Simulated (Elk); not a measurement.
Input and output of a self-consistent single point for NbPd2 (Immm, 3 atoms in the cell) (Elk)

Level of theory: Elk with PBEsol, all-electron FP-LAPW, Elk's shipped species files, APW+lo basis with extra local orbitals.

This input was run:

```
tasks
  0

xctype
  22

rgkmax
  7.5

gmaxvr
  16.0

nxlo
  2

lorbcnd
  .true.

rmtscf
  0.97

lmaxi
  2

stype
  0

swidth
  0.00183747

maxscl
  100

scale
  9.271928841

avec
   -0.2911221662    0.4050303995    0.8667169433
    0.2911221662   -0.4050303995    0.8667169433
    0.2911221662    0.4050303995   -0.8667169433

atoms
  2
  'Nb.in'
  1
  0.0000000000  0.0000000000  0.0000000000    0.0 0.0 0.0
  'Pd.in'
  2
  0.6665800000  0.6665800000  0.0000000000    0.0 0.0 0.0
  0.3334200000  0.3334200000  0.0000000000    0.0 0.0 0.0

ngridk
  9 9 9
```

Log, with long lists cut:

```
│ Elk code version 10.2.4 │

All units are atomic (Hartree, Bohr, etc.)

│ Ground-state run starting from atomic densities │

Lattice vectors :
  -2.699264009       3.755413043       8.036137824
   2.699264009      -3.755413043       8.036137824
   2.699264009       3.755413043      -8.036137824

Unit cell volume      :    325.8445355
Brillouin zone volume :   0.7612532556

Muffin-tin inner radius fraction :   0.1000000000E-01

Nuclei treated as point charges

Species :    1 (Nb)
 parameters loaded from : Nb.in
 name : niobium
 nuclear charge    :   -41.00000000
 electronic charge :    41.00000000
 atomic mass :    169357.9703
 muffin-tin radius :    2.522000000
 number of radial points in muffin-tin :    597
 atomic positions (lattice), magnetic fields (Cartesian) :
   1 :   0.00000000  0.00000000  0.00000000    0.00000000  0.00000000  0.00000000

Species :    2 (Pd)
 parameters loaded from : Pd.in
 name : palladium
 nuclear charge    :   -46.00000000
 electronic charge :    46.00000000
 atomic mass :    193991.7925
 muffin-tin radius :    2.522000000
 number of radial points in muffin-tin :    497
 atomic positions (lattice), magnetic fields (Cartesian) :
   1 :  -0.33342000 -0.33342000  0.00000000    0.00000000  0.00000000  0.00000000
   2 :   0.33342000  0.33342000  0.00000000    0.00000000  0.00000000  0.00000000

Total number of atoms per unit cell :    3

Spin treatment :
 spin-unpolarised

Number of Bravais lattice symmetries :    8
Number of crystal symmetries         :    8
Crystal has inversion symmetry
Real symmetric eigensolver will be used

k-point grid :      9     9     9
k-point offset :    0.000000000       0.000000000       0.000000000
k-point set is reduced with full crystal symmetry group
Total number of k-points :      125

Muffin-tin radius times maximum |G+k| :    7.500000000
 using average radius
Maximum |G+k| for APW functions       :    2.973830293
Maximum (1/2)|G+k|²                   :    4.421833307
Maximum |G| for potential and density :    16.00000000
 potential will be trimmed for |G| > 2 gkmax
Constant for pseudocharge density :   10
Radial integration step length :    4

G-vector grid sizes :     48    48    48
Number of G-vectors :    22559

Maximum angular momentum used for
 APW functions                      :    8
 outer part of muffin-tin           :    6
 inner part of muffin-tin           :    2

Total nuclear charge    :   -133.0000000
Total core charge       :    84.00000000
Total valence charge    :    49.00000000
Total excess charge     :    0.000000000
Total electronic charge :    133.0000000

Effective Wigner radius, rₛ :   0.8362896667

Number of empty states         :   12
Total number of valence states :   37
Total number of core states    :   84

Conduction state local-orbitals added automatically
Total number of local-orbitals :  249

Exchange-correlation functional :     22     0     0
 PBEsol, Phys. Rev. Lett. 100, 136406 (2008)
 gradient requirement :    1
 generalised gradient approximation (GGA)

Smearing type :    0
 Gaussian
Smearing width :   0.1837470000E-02
Effective electronic temperature (K) :    580.2271348

Mixing type :    3
 Broyden mixing, J. Phys. A: Math. Gen. 17, L317 (1984)

Kohn-Sham potential initialised from atomic data

│ Self-consistent loop started │
│ Loop number : 1 │
 total energy                :     -13869.8727417
│ Loop number : 2 │
 total energy                :     -13872.5083441
RMS change in Kohn-Sham potential (target) :   0.5047258674     (  0.1000000000E-05)
Absolute change in total energy (target)   :    2.635602419     (  0.1000000000E-03)
│ Loop number : 3 │
 total energy                :     -13884.6323489
RMS change in Kohn-Sham potential (target) :   0.3749445020     (  0.1000000000E-05)
Absolute change in total energy (target)   :    12.78290536     (  0.1000000000E-03)
│ Loop number : 4 │
 total energy                :     -13900.5857082
RMS change in Kohn-Sham potential (target) :   0.1727851959     (  0.1000000000E-05)
Absolute change in total energy (target)   :    19.14908566     (  0.1000000000E-03)
│ Loop number : 5 │
 total energy                :     -13906.0059767
RMS change in Kohn-Sham potential (target) :   0.9379472601E-01 (  0.1000000000E-05)
Absolute change in total energy (target)   :    10.20753994     (  0.1000000000E-03)
│ Loop number : 6 │
 total energy                :     -13907.7407708
RMS change in Kohn-Sham potential (target) :   0.4402755977E-01 (  0.1000000000E-05)
Absolute change in total energy (target)   :    4.286679106     (  0.1000000000E-03)
│ Loop number : 7 │
 total energy                :     -13908.0351628
RMS change in Kohn-Sham potential (target) :   0.6947747426E-02 (  0.1000000000E-05)
Absolute change in total energy (target)   :    1.366061803     (  0.1000000000E-03)
│ Loop number : 8 │
 total energy                :     -13907.4295844
RMS change in Kohn-Sham potential (target) :   0.4723512440E-02 (  0.1000000000E-05)
Absolute change in total energy (target)   :   0.2640630407     (  0.1000000000E-03)
│ Loop number : 9 │
 total energy                :     -13907.6218755
RMS change in Kohn-Sham potential (target) :   0.2967162923E-02 (  0.1000000000E-05)
Absolute change in total energy (target)   :   0.1262753700     (  0.1000000000E-03)
│ Loop number : 10 │
 total energy                :     -13907.7841810
RMS change in Kohn-Sham potential (target) :   0.2670636660E-03 (  0.1000000000E-05)
Absolute change in total energy (target)   :   0.1938743481     (  0.1000000000E-03)
│ Loop number : 11 │
 total energy                :     -13907.8274605
RMS change in Kohn-Sham potential (target) :   0.1397552827E-03 (  0.1000000000E-05)
Absolute change in total energy (target)   :   0.9174811090E-01 (  0.1000000000E-03)
│ Loop number : 12 │
 total energy                :     -13907.8214258
RMS change in Kohn-Sham potential (target) :   0.1576270602E-04 (  0.1000000000E-05)
Absolute change in total energy (target)   :   0.1690228795E-01 (  0.1000000000E-03)
│ Loop number : 13 │
 total energy                :     -13907.8220443
RMS change in Kohn-Sham potential (target) :   0.5161939256E-05 (  0.1000000000E-05)
Absolute change in total energy (target)   :   0.4844095889E-02 (  0.1000000000E-03)
│ Loop number : 14 │
 total energy                :     -13907.8214555
RMS change in Kohn-Sham potential (target) :   0.1309762068E-05 (  0.1000000000E-05)
Absolute change in total energy (target)   :   0.6221917138E-03 (  0.1000000000E-03)
│ Loop number : 15 │
 total energy                :     -13907.8214191
RMS change in Kohn-Sham potential (target) :   0.5890479492E-06 (  0.1000000000E-05)
Absolute change in total energy (target)   :   0.1191649098E-03 (  0.1000000000E-03)
│ Loop number : 16 │
 total energy                :     -13907.8214189
RMS change in Kohn-Sham potential (target) :   0.2407257405E-06 (  0.1000000000E-05)
Absolute change in total energy (target)   :   0.2963146653E-04 (  0.1000000000E-03)
Convergence targets achieved

│ Loop number : 17 │

Energies :
 Fermi                       :     0.353305949992
 sum of eigenvalues          :     -8291.95317932
 electron kinetic            :      14485.7074092
 core electron kinetic       :      14058.6886235
 Coulomb                     :     -27993.0263943
 Coulomb potential           :     -22251.5826186
 nuclear-nuclear             :     -1396.18985225
 electron-nuclear            :     -30942.0904655
 Hartree                     :      4345.25392344
 Madelung                    :     -16867.2350850
 xc potential                :     -526.077969897
 exchange                    :     -392.603256845
 correlation                 :     -7.89919501575
 total energy                :     -13907.8214370

Density of states at Fermi energy :    46.00985696
 (states/Hartree/unit cell)

Estimated indirect band gap :   0.7874078933E-03
 from k-point     14 to k-point      6
Estimated direct band gap   :   0.9797021140E-02
 at k-point     82

Charges :
 core                        :    84.00000000
 valence                     :    49.00000000
 interstitial                :    4.102681837
 muffin-tins (core leakage)
  species :    1 (Nb)
   atom    1                 :    38.90159508     (  0.1657697290E-05)
  species :    2 (Pd)
   atom    1                 :    44.99786154     (  0.7960654358E-08)
   atom    2                 :    44.99786154     (  0.7960654358E-08)
 total in muffin-tins        :    128.8973182
 total calculated charge     :    133.0192359
 total charge                :    133.0000000
 error                       :   0.1923588930E-01

│ Self-consistent loop stopped │
```

The run converged in 17 iterations. The count includes the last loop, which Elk runs after its targets are met.

The starting cell comes from a database of computed structures (which also holds hypothetical and non-ambient phases and stackings), without a prior relaxation at this level. Its lattice was rescaled by a random factor within 2.5 % of one. Spin polarisation is off. Values depend on the basis (sphere radii, cutoffs, local orbitals), which need not be converged. The log's line on a gap gives a spacing of levels on this mesh, which the program prints for metals too.

Cost on one core of a shared machine: roughly 2 min.
